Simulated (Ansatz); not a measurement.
Consider BaP₃ (space group C2/m, No. 12; a cell from a computed database, its experimental status unchecked).

```yaml
crystal:
  lattice:
    - [5.87787, -3.85150, 0.00000]
    - [5.87787, 3.85150, 0.00000]
    - [-1.82660, 0.00000, 4.42426]
  atoms:
    - { symbol: Ba, position: [0.82640, 0.82640, 0.68591] }
    - { symbol: Ba, position: [0.17360, 0.17360, 0.31409] }
    - { symbol: P, position: [0.59109, 0.59109, 0.97729] }
    - { symbol: P, position: [0.40891, 0.40891, 0.02271] }
    - { symbol: P, position: [0.18456, 0.64935, 0.29165] }
    - { symbol: P, position: [0.81544, 0.35065, 0.70835] }
    - { symbol: P, position: [0.35065, 0.81544, 0.70835] }
    - { symbol: P, position: [0.64935, 0.18456, 0.29165] }
```

Cartesian axes are those of the cell as printed.

Method: r2SCAN/PAW in Ansatz (a quantum-chemistry and plane-wave program), no spin-orbit coupling, earlier PAW set.

One thing is altered: biaxial strain +2.56 %, plane normal [001], relaxed out of plane (Cartesian); in-plane vectors clamped, the third vector and the atoms free.

**Question.** Estimate the effect on the ratio −ε⊥/ε∥ and in-plane stress.

**Answer.** The ratio −ε⊥/ε∥ comes out as 0.75; the mean in-plane stress (compression positive) comes out as -2.0 GPa.

Stability against distortions was not tested.
